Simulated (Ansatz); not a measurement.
Input and output of a self-consistent single point for Cu (Fm-3m, 1 atom in the cell) (Ansatz, a first-principles code).

Method of the run: PBE (plane waves, PAW; Ansatz).

The change in words: lattice scaled by 0.98. Reference geometry:
```xyz
1
Lattice="0.0000 1.7766 1.7766 1.7766 0.0000 1.7766 1.7766 1.7766 0.0000" Properties=species:S:1:pos:R:3 pbc="T T T"
Cu     0.0000     0.0000     0.0000
```

Reference input (self-consistent single point, DFT, PBE, plane waves, default PAW files): kpoints.mp_grid.grid = 21 21 21; hamiltonian.xc = pbe; hamiltonian.pseudopotentials = {kind: paw} (the program's default PAW files); scf.occupations.method = fermi_dirac; scf.occupations.width = 0.1 eV. This run's input differs from it in these lines:

```diff
@@ -2,5 +2,5 @@
   lattice:
-    - [0.000000, 1.776552, 1.776552]
-    - [1.776552, 0.000000, 1.776552]
-    - [1.776552, 1.776552, 0.000000]
+    - [0.000000, 1.741021, 1.741021]
+    - [1.741021, 0.000000, 1.741021]
+    - [1.741021, 1.741021, 0.000000]
   atoms:
```

Log, with long lists cut:

```
SCF iter   1: F=—  HF=-6625.085967 eV  |F-HF|=—  |Δ(HF+E_count)|=         —  Δρ=1.53e-3  dr2=1.27e-4  ethr=1.77e-3  ⟨swp⟩=5.2  Hψ=20296  notcnv=0
all-band conjugate gradients solve this SCF's bands
preconditioner: auto → none
SCF iter   2: F=—  HF=-6625.086076 eV  |F-HF|=—  |Δ(HF+E_count)|=   1.08e-4  Δρ=1.67e-3  dr2=1.36e-4  ethr=6.68e-7  ⟨swp⟩=2.3  Hψ=8878  notcnv=0
SCF iter   3: F=—  HF=-6625.086047 eV  |F-HF|=—  |Δ(HF+E_count)|=   2.88e-5  Δρ=3.72e-4  dr2=4.82e-6  ethr=6.68e-7  ⟨swp⟩=2.0  Hψ=5422  notcnv=0
SCF iter   4: F=—  HF=-6625.086053 eV  |F-HF|=—  |Δ(HF+E_count)|=   5.90e-6  Δρ=9.62e-5  dr2=3.28e-7  ethr=2.53e-8  ⟨swp⟩=2.0  Hψ=5555  notcnv=0
iter 5 did not close the SCF: its close was put off for the readings that it lacked (scf_convergence_deferred on its scf_iter line)
SCF iter   5: F=-6625.086053 eV  HF=-6625.086053 eV  |F-HF|=2.32e-9  |Δ(HF+E_count)|=   1.30e-7  Δρ=9.59e-6  dr2=1.89e-9  ethr=1.73e-9  ⟨swp⟩=2.0  Hψ=5558  notcnv=0
SCF iter   6: F=-6625.086053 eV  HF=-6625.086053 eV  |F-HF|=1.82e-12  |Δ(HF+E_count)|=   3.53e-9  Δρ=8.23e-7  dr2=1.94e-11  ethr=9.94e-12  ⟨swp⟩=1.8  Hψ=12862  notcnv=0
SCF 1 converged in 6 iterations: F = -6625.086053 eV  dr2 = 1.94e-11
Free energy (F): -6625.086053 eV
Internal energy: -6625.076161 eV  (E = F + TS)
E sigma→0 (E₀):  -6625.081107 eV
Entropy (-TS):   -0.009891 eV (-9.891 meV/atom)
Fermi energy:    19.402542 eV
--- Forces (eV/Å), atoms counted from 1 ---
  atom   1  Cu    -0.00000000     0.00000000     0.00000000
--- Stress (GPa, compression-positive) ---
       23.991671      -0.000000      -0.000000
       -0.000000      23.991671      -0.000000
       -0.000000      -0.000000      23.991671
  P = ⅓ Tr σ = 23.9917 GPa (239.917 kbar)
  The stress holds the Pulay correction. Without it, at fixed plane waves, as pw.x and ABINIT print it: P = 23.8202 GPa
```

The run converged in 6 iterations. Against the reference run the free energy goes up by 69.6 meV/atom and the pressure goes from 10.58 to 23.99 GPa.

The starting cell comes from a database of computed structures (which also holds hypothetical and non-ambient phases and stackings), without a prior relaxation at this level. Its lattice was rescaled by a random factor within 2.5 % of one. For this run, on top of that: lattice scaled by 0.98. Spin polarisation is off. With a pressure of about 24 GPa the cell is away from its equilibrium volume at this level. Ansatz's pressure includes its estimate of the finite-basis (Pulay) stress.

Keys are those of Ansatz 0.2.
